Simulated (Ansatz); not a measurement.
AlBN₂ (model structure, started from the BeSiN2 type, I-42d, No. 122, 8 atoms in the cell), treated with PBE (Ansatz, an electronic-structure program, plane waves, PAW).

Settings: plane-wave cutoff 520 eV, 12×12×12 k mesh, Fermi–Dirac smearing 0.01 eV, scalar-relativistic PAW data made under PBE.

Cell (relaxed at this level):

```cif
data_Al2B2N4
_chemical_formula_sum 'Al2 B2 N4'
_space_group_name_H-M_alt 'P 1'
_space_group_IT_number 1
_cell_length_a 4.81585
_cell_length_b 4.81585
_cell_length_c 4.81585
_cell_angle_alpha 129.548
_cell_angle_beta 129.548
_cell_angle_gamma 74.131
loop_
_space_group_symop_operation_xyz
  'x, y, z'
loop_
_atom_site_label
_atom_site_type_symbol
_atom_site_fract_x
_atom_site_fract_y
_atom_site_fract_z
_atom_site_occupancy
Al1 Al 0.00000 0.00000 0.00000 1
Al2 Al 0.75000 0.25000 0.50000 1
B1 B 0.50000 0.50000 0.00000 1
B2 B 0.25000 0.75000 0.50000 1
N1 N 0.37500 0.43103 0.55603 1
N2 N 0.56897 0.12500 0.94397 1
N3 N 0.87500 0.81897 0.44397 1
N4 N 0.18103 0.62500 0.05603 1
```

Question: Estimate the band gap that the calculation returns.

Answer: 
* **band gap**: 2.89 eV (direct)

Note: the relaxation could raise the start's symmetry but not lower it, so the cell can be a saddle point.

Static lattice: no zero-point or thermal effects.

It cost very roughly 50 core-seconds of CPU time.

A model structure was made by putting elements into a prototype or built by hand; it is no filed structure, need not be a known phase, and can be a saddle point held by its symmetry.
